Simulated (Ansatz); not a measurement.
Migration barriers: interstitial S in bcc Ta, neutral cell

Defect migration in bcc Ta: interstitial S, neutral cell. Level of theory: PBE, PAW (plane waves to 420 eV; Ansatz, a first-principles code).

Cell of 36 host sites held at the relaxed PBE lattice; a 2×2×3 k-point mesh shifted by half a step; Fermi-Dirac width 0.10 eV, spin-restricted; finite-size errors left in. No zero-point or tunnelling terms. Spin-orbit coupling is left out. Sites that were not tried may lie lower.

Barriers: single points on a 3×3×4 k-point mesh shifted by half a step at the bands' geometries.

```json
[
 {"Route": "several atoms move together, S the farthest", "Start site over the lowest site run (eV)": "0.00", "Hop (Å)": "1.65", "Forward barrier (eV)": "1.40", "Backward barrier (eV)": "1.40", "Neighbours at the start": "2 Ta at 2.21, 4 Ta at 2.40 Å", "Neighbours at the saddle": "4 Ta at 2.27 Å", "Saddle order": "not checked, on a symmetry element", "Forward, on the band's own sampling (eV)": "1.36"}
]
```

Paths come from nudged elastic bands with a climbing image.  A band can be held on a symmetry element, so unchecked saddle points there may be too high.

The whole set of runs took around 1.8 core-hours (rough).
